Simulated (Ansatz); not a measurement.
Band structure of VCrB2 (Amm2, 4 atoms in the cell).

```
CELL_PARAMETERS angstrom
      2.99017     0.00000     0.00000
      0.00000     1.51800     4.03244
      0.00000    -1.51800     4.03244
ATOMIC_POSITIONS crystal
  V  0.50000 0.14781 0.14781
  Cr 0.00000 0.85370 0.85370
  B  0.00000 0.56275 0.56275
  B  0.50000 0.43574 0.43574
```

Method of the run: LDA (PW92), PAW files made with PBE (plane waves; Ansatz, a quantum-chemistry and plane-wave program).

Settings: basis.ecutwfc = 420 eV; kpoints.mp_grid.grid = 9 9 9; hamiltonian.xc = lda; hamiltonian.pseudopotentials = {kind: paw} (an earlier, softer set of the program's PAW files); scf.occupations.method = fermi_dirac; scf.occupations.width = 0.05 eV; kpoints.band_path.npoints = 8.

The starting cell comes from a database of computed structures (which also holds hypothetical and non-ambient phases and stackings), without a prior relaxation at this level. Its lattice was rescaled by a random factor within 2.5 % of one. Spin polarisation is off.

Levels in eV from the Fermi level, bands 13 to 20:
```json
[
 {"point": "Γ", "13": "-2.97", "14": "-2.80", "15": "-1.28", "16": "-0.42", "17": "-0.09", "18": "0.07", "19": "0.96", "20": "1.06"},
 {"point": "X", "13": "-3.33", "14": "-2.40", "15": "-1.22", "16": "-1.22", "17": "-0.34", "18": "0.02", "19": "0.78", "20": "1.48"},
 {"point": "S", "13": "-3.79", "14": "-2.52", "15": "-1.58", "16": "-1.19", "17": "0.01", "18": "0.24", "19": "0.77", "20": "1.25"},
 {"point": "R", "13": "-3.72", "14": "-3.69", "15": "-1.95", "16": "-1.94", "17": "0.79", "18": "1.09", "19": "1.63", "20": "1.88"},
 {"point": "A", "13": "-3.38", "14": "-3.35", "15": "-1.93", "16": "-1.92", "17": "0.70", "18": "0.93", "19": "1.37", "20": "1.80"},
 {"point": "Z", "13": "-3.07", "14": "-2.96", "15": "-2.36", "16": "-2.23", "17": "0.98", "18": "1.13", "19": "1.40", "20": "1.90"},
 {"point": "Y", "13": "-3.00", "14": "-2.74", "15": "-1.60", "16": "-0.32", "17": "0.08", "18": "0.88", "19": "1.09", "20": "1.33"},
 {"point": "X1", "13": "-3.33", "14": "-2.40", "15": "-1.22", "16": "-1.22", "17": "-0.34", "18": "0.02", "19": "0.78", "20": "1.48"},
 {"point": "A1", "13": "-3.38", "14": "-3.35", "15": "-1.93", "16": "-1.92", "17": "0.70", "18": "0.93", "19": "1.37", "20": "1.80"},
 {"point": "T", "13": "-2.29", "14": "-1.93", "15": "-1.65", "16": "-1.35", "17": "-0.59", "18": "0.07", "19": "0.44", "20": "0.72"}
]
```

Bands cross the Fermi level along this path, so the cell is metallic at this level.

Keys are those of Ansatz 0.2.
